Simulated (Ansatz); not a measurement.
BaC2 (C2/c, No. 15; cell taken from a computed entry), treated with r²SCAN (Ansatz, an electronic-structure program, PAW).

Numerical settings: plane-wave cutoff 500 eV, 10×10×6 k mesh (along the axes of the cell as run), Fermi–Dirac smearing 0.05 eV, scalar-relativistic PAW data made under PBE.

Computed at the level's own relaxed cell.

Q: What does this level give for the equilibrium volume per atom and band gap?

A: 
- equilibrium volume per atom: 23.37 Å³/atom
- band gap: 2.32 eV (on the SCF k mesh)

Note: the relaxation could not lower the start's symmetry, so the cell can be a saddle point above a distorted one.

Spin–orbit coupling is not included.

Computed values are for the static lattice.

The result took around 10 core-minutes (rough).
